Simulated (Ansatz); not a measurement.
We consider SrO (P6₃/mmc, No. 194, 4 atoms in the cell; start mp-754824; a measured phase of this formula has another space group), described by HSE06 in Ansatz (PAW).

Settings: plane-wave cutoff 460 eV, 9×9×6 k mesh (along the axes of the cell as run), Fermi–Dirac smearing 0.01 eV, scalar-relativistic PAW data made under PBE.

Cell (relaxed with PBEsol):

```cif
data_O2Sr2
_chemical_formula_sum 'Sr2 O2'
_space_group_name_H-M_alt 'P 1'
_space_group_IT_number 1
_cell_length_a 4.23597
_cell_length_b 4.23597
_cell_length_c 5.10914
_cell_angle_alpha 90.000
_cell_angle_beta 90.000
_cell_angle_gamma 120.000
loop_
_space_group_symop_operation_xyz
  'x, y, z'
loop_
_atom_site_label
_atom_site_type_symbol
_atom_site_fract_x
_atom_site_fract_y
_atom_site_fract_z
_atom_site_occupancy
Sr1 Sr 0.33333 0.66667 0.93751 1
Sr2 Sr 0.66667 0.33333 0.43751 1
O1 O 0.33333 0.66667 0.43749 1
O2 O 0.66667 0.33333 0.93749 1
```

Predict the band gap.


- band gap: 4.09 eV (on the SCF k mesh)

Note: cell and atoms aren't relaxed at this level (pressure 1.4 GPa).

Spin–orbit coupling is not included.

The computed numbers hold no vibrational or temperature effects.

A start named mp-… is a Materials Project structure, which need not be a measured phase.

Ansatz is a program for electronic structure.
